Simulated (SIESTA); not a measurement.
Band structure of LaN (P6_3mc, 4 atoms in the cell).

```
LaN
1.0
    4.13622     0.00000     0.00000
   -2.06811     3.58207     0.00000
    0.00000     0.00000     5.92259
La N
2 2
Direct
  0.33333   0.66667   0.99755
  0.66667   0.33333   0.49755
  0.33333   0.66667   0.41245
  0.66667   0.33333   0.91245
```

Computed with GGA PBEsol, numerical atomic orbitals DZP, PseudoDojo PBEsol standard norm-conserving potentials (rewritten from UPF to PSML) in SIESTA.

Settings: XC.functional = GGA; XC.authors = PBEsol; potentials = PseudoDojo PBEsol standard; PAO.BasisSize = DZP; PAO.EnergyShift = 0.01 Ry; MeshCutoff = 400 Ry; kgrid.MonkhorstPack = 8 8 5; OccupationFunction = FD; ElectronicTemperature = 10 K; MaxSCFIterations = 150; SCF.Mixer.Method = Pulay; SCF.Mixer.Weight = 0.1; SCF.Mixer.History = 8; SCF.DM.Tolerance = 1.0E-05.

The starting cell comes from a database of computed structures (which also holds hypothetical and non-ambient phases and stackings), without a prior relaxation at this level. Values carry the incompleteness of an atom-centred basis.

Predict the gap along the standard path and the places of the band edges.

The gap along the path is 1.47 eV, from a point between K and Γ to K; the smallest direct gap on it is 1.50 eV. Another conduction valley lies within 0.1 eV, so the order of the valleys is not sure.

Levels in eV from the top of the valence band on the path, bands 13 to 17:
```csv
point,13,14,15,16,17
Γ,-1.71,-1.71,-1.34,-0.51,1.56
M,-1.32,-0.63,-0.49,-0.19,1.67
K,-1.30,-0.86,-0.86,-0.03,1.47
A,-2.12,-2.12,-1.93,-1.93,3.34
L,-1.06,-1.06,-0.76,-0.76,2.96
H,-1.18,-1.18,-0.84,-0.84,2.09
```

Higher empty bands are left out: an atom-centred basis made for the valence describes them poorly.
